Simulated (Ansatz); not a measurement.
The parent structure is SiO$_{2}$ (space group P3_221, No. 154; a = 4.866 Å, c = 5.365 Å). Axes: x lies along a and z along c of the hexagonal cell.

All numbers come from LDA/PAW in Ansatz (an electronic-structure program), spin-orbit coupling left out.

Modification: the cell is compressed by 3.00 % along z with no lateral relaxation; the atoms relax in the strained cell.

Problem. Predict the stress tensor and what it implies for the stiffness.

Solution. Stress of the strained cell less that of the base (GPa, compression positive):
```
   0.45    0.00    0.00
   0.00    0.45    0.00
   0.00    0.00    3.28
```

Then −Δσ_ii/ε with ε = -0.0300 gives secant stiffness values (nonlinear terms included at this strain): C33 ≈ 109 GPa, C13 ≈ 15 GPa and C23 ≈ 15 GPa.

Stability against distortions was not tested.
